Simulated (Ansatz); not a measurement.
**Pressure series in BeTe**

The parent structure is BeTe in the zinc blende structure (space group F-43m, No. 216).

```xyz
2
Lattice="0.0000 2.8284 2.8284 2.8284 0.0000 2.8284 2.8284 2.8284 0.0000" Properties=species:S:1:pos:R:3 pbc="T T T"
Be     0.0000     0.0000     0.0000
Te     1.4142     1.4142     1.4142
```

Cell and atoms are relaxed at each pressure.

The values are results of r2SCAN (Ansatz, a quantum-chemistry and plane-wave program; PAW; 500 eV plane waves; scalar-relativistic without spin-orbit coupling), not measurements.

Candidates:
(a) pressure 30 GPa
(b) pressure −1 GPa
(c) pressure 22.5 GPa
(d) pressure −2 GPa
(e) pressure 9 GPa

Before the change:

| Quantity | Value |
|---|---|
| Band gap | 2.37 eV |

Order them by band gap, lowest first.

(a) pressure 30 GPa (1.51 eV), (c) pressure 22.5 GPa (1.68 eV), (e) pressure 9 GPa (2.06 eV), (b) pressure −1 GPa (2.42 eV), (d) pressure −2 GPa (2.46 eV)

With Te present, leaving out spin-orbit coupling can change the band edges. Load acts through the strain it causes; cell and atoms are relaxed under it. Stability against distortions was not tested. No other phases were tried under pressure.
